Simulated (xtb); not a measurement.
xtb 6.7.1, GFN1-xTB: CSc1ccc2cc(S(=O)(=O)c3ccc(C)cc3)ccc2c1, 38 atoms. The geometry is a generated start, not checked to be a minimum at this level.

| Quantity | Result |
|---|---|
| method | GFN1-xTB |
| --acc | 1 (default) |
| --etemp (K) | 300 (default) |
| detailed input (--input) | none: ANC optimiser, Lindh (1995) Hessian, microcycle=20, maxdispl=1.0, hlow=0.01 (default) |
| basis functions | 132 |
| valence electrons | 112 |

The structure is relaxed from this start with --opt LEVEL for the levels crude, sloppy, loose, lax, normal, tight, vtight, extreme, once each. Up to the end of the extreme run atoms move by at most 2.0 Å along an axis.

Task: Which level is enough to come within 5 meV of the tightest end point?

Result: normal: 59 cycles against 108, ending 3.0 meV above.

```json
[
 {"level": "crude", "cycles": "4", "energy above the extreme run (meV)": "140", "gradient norm (eV/Å)": "0.32"},
 {"level": "sloppy", "cycles": "18", "energy above the extreme run (meV)": "36", "gradient norm (eV/Å)": "0.30"},
 {"level": "loose", "cycles": "21", "energy above the extreme run (meV)": "33", "gradient norm (eV/Å)": "0.093"},
 {"level": "lax", "cycles": "24", "energy above the extreme run (meV)": "31", "gradient norm (eV/Å)": "0.062"},
 {"level": "normal", "cycles": "59", "energy above the extreme run (meV)": "3.0", "gradient norm (eV/Å)": "0.039"},
 {"level": "tight", "cycles": "81", "energy above the extreme run (meV)": "0.19", "gradient norm (eV/Å)": "0.0063"},
 {"level": "vtight", "cycles": "94", "energy above the extreme run (meV)": "0.085", "gradient norm (eV/Å)": "0.0035"},
 {"level": "extreme", "cycles": "108", "energy above the extreme run (meV)": "—", "gradient norm (eV/Å)": "0.0013"}
]
```
